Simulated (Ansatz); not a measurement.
# HgSe, response to strain

Base system: HgSe in the zinc blende structure (space group F-43m, No. 216; a = 6.133 Å). Axes: x, y, z lie along the cube axes.

Strains are applied to the cell and any free atomic positions relax.

Calculations: PBEsol in Ansatz (plane waves to 420 eV, PAW, no SOC).

Notes on the quantities. energy relative to the base: free energy F.

```csv
case,energy relative to the base,volume per atom
base,0 meV/atom,28.83 Å³
tensor shear ε_xy = +1.43 %,+1.6 meV/atom,28.83 Å³
tensor shear ε_xy = +2.00 %,+3.2 meV/atom,28.82 Å³
tensor shear ε_xy = +0.86 %,+0.6 meV/atom,28.83 Å³
tensor shear ε_xy = +1.14 %,+1.0 meV/atom,28.83 Å³
tensor shear ε_xy = +0.57 %,+0.3 meV/atom,28.83 Å³
tensor shear ε_xy = +1.71 %,+2.3 meV/atom,28.82 Å³
tensor shear ε_xy = +0.29 %,+0.1 meV/atom,28.83 Å³
```

Stability against distortions was not tested. All final runs are without spin polarisation.

Ansatz is an electronic-structure program.
